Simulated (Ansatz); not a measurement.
Consider the following.

```xyz
2
Lattice="0.0169 1.7943 1.7677 1.7943 0.0169 1.7677 1.8112 1.8112 0.0000" Properties=species:S:1:pos:R:3 pbc="T T T"
B      0.0000     0.0000     0.0014
N      0.9056     0.9056     0.8824
```

Computed with r2SCAN, rigid bands (plane waves, PAW, scalar-relativistic; Ansatz, a program for electronic structure). Condition of this run: biaxial stress in (110) of 18 GPa (compression positive) (the target of the relaxation). Geometry: cell and atoms relaxed with PBEsol, then loaded as said.

### Question
What conductivity effective mass do dilute electrons have at 300 K?

### Answer
0.30 (x), 0.30 (y), 0.84 (z) mₑ.

### Question
Predict the hole conductivity mass (n e² τ/σ) at 300 K, by direction if it differs.

### Answer
0.66 (x), 0.66 (y), 0.79 (z) mₑ.

### Question
And the band gap?

### Answer
4.74 eV at this level; semilocal functionals usually fall short of the measured gap.

Rigid bands, one relaxation time for all states, no polarons. Spin-orbit coupling is left out. Geometry: cell and atoms relaxed with PBEsol.
